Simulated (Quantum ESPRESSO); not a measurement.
A relaxation of the atoms of Sb2Ru (P1, 6 atoms in the cell) with Quantum ESPRESSO.

Level of theory: PBEsol, GBRV 1.5 ultrasoft (PBESOL) pseudopotentials (plane waves; Quantum ESPRESSO).

This input was run:

```fortran
&CONTROL
    calculation = 'relax'
    prefix = 'pwscf'
    outdir = './tmp/'
    pseudo_dir = './'
    forc_conv_thr = 1.2e-03
/
&SYSTEM
    ibrav = 0
    nat = 6
    ntyp = 2
    ecutwfc = 40
    ecutrho = 320
    occupations = 'smearing'
    smearing = 'marzari-vanderbilt'
    degauss = 0.0073499
/
&ELECTRONS
    conv_thr = 1.0d-9
/
&IONS
/
ATOMIC_SPECIES
Sb   121.7600  sb_pbesol_v1.4.uspp.F.UPF
Ru   101.0700  ru_pbesol_v1.2.uspp.F.UPF
ATOMIC_POSITIONS {bohr}
Sb    2.0156427719    4.6230739174    0.0078051571
Sb    9.2144895848    8.0918709480   -0.0331764731
Sb    7.7651039594    1.7342207936    3.0329504090
Sb    3.6176077887   10.9490007528    3.0431791129
Ru    0.0263842963   -0.0114630480    0.0329395851
Ru    5.5973900552    6.3493099301    3.0273865772
K_POINTS {automatic}
3 3 6  0 0 0
CELL_PARAMETERS {angstrom}
   5.9768700000     0.0000000000     0.0000000000
   0.0000000000     6.7175900000     0.0000000000
   0.0000000000     0.0000000000     3.2142500000
```

Log, with long lists cut:

```
     Self-consistent Calculation

     iteration #  1     ecut=    40.00 Ry     beta= 0.70

     negative rho (up, down):  1.474E-01 0.000E+00

     total energy              =   -1123.51685055 Ry
     estimated scf accuracy    <       7.96659888 Ry

     iteration #  2     ecut=    40.00 Ry     beta= 0.70

     negative rho (up, down):  1.444E-01 0.000E+00

     total energy              =   -1123.37112596 Ry
     estimated scf accuracy    <      18.06738831 Ry

     iteration #  3     ecut=    40.00 Ry     beta= 0.70

     negative rho (up, down):  1.451E-01 0.000E+00

     total energy              =   -1126.44070331 Ry
     estimated scf accuracy    <       3.27845527 Ry

   [... 10 blocks of this kind left out ...]

     iteration # 14     ecut=    40.00 Ry     beta= 0.70

     negative rho (up, down):  1.448E-01 0.000E+00

     total energy              =   -1126.99754011 Ry
     estimated scf accuracy    <          1.3E-09 Ry

     iteration # 15     ecut=    40.00 Ry     beta= 0.70

     negative rho (up, down):  1.448E-01 0.000E+00
     End of self-consistent calculation

     the Fermi energy is    14.2436 ev

!    total energy              =   -1126.99754011 Ry
     estimated scf accuracy    <          8.2E-10 Ry
     smearing contrib. (-TS)   =       0.00010976 Ry
     internal energy E=F+TS    =   -1126.99764987 Ry

     convergence has been achieved in  15 iterations

     negative rho (up, down):  1.448E-01 0.000E+00

     Forces acting on atoms (cartesian axes, Ry/au):

     atom    1 type  1   force =     0.00714641   -0.02178951   -0.00084644
     atom    2 type  1   force =    -0.00516000    0.01778365    0.00325022
     atom    3 type  1   force =    -0.00973787    0.02107129    0.00237001
     atom    4 type  1   force =    -0.00237231   -0.01508320    0.00099671
     atom    5 type  2   force =    -0.00195293    0.00037442   -0.00700119
   [... lines left out ...]
     Total force =     0.043180     Total SCF correction =     0.000126
     the Fermi energy is    14.2365 ev
!    total energy              =   -1127.00131655 Ry
     Total force =     0.002140     Total SCF correction =     0.000002
     bfgs converged in   8 scf cycles and   7 bfgs steps
     Final energy             =   -1127.0013165523 Ry
   [... lines left out ...]
Sb               9.2299039560        8.1632963374       -0.0035304362
Sb               7.7163312614        1.8145221485        3.0398560784
Sb               3.5842198110       10.8795347325        3.0396996912
Ru              -0.0010071445       -0.0009948058        0.0001074826
Ru               5.6448603554        6.3461008405        3.0360148745
End final coordinates

   JOB DONE.
```

The run converged. 

Summary of the result:
- Free energy E − TS = -15333.6341 eV
- Top of the valence band (on the code's own zero) = 14.16 eV
- Gap on the k-point mesh = 0.18 eV
- Largest force (vector length) = 0.031 eV/Å
- Relaxation steps = 7

The starting cell comes from a database of computed structures (which also holds hypothetical and non-ambient phases and stackings), without a prior relaxation at this level. For this run, on top of that: atoms moved at random. Spin-orbit coupling is off. Spin polarisation is off.

Cost on one core of a shared machine: roughly 20 min.
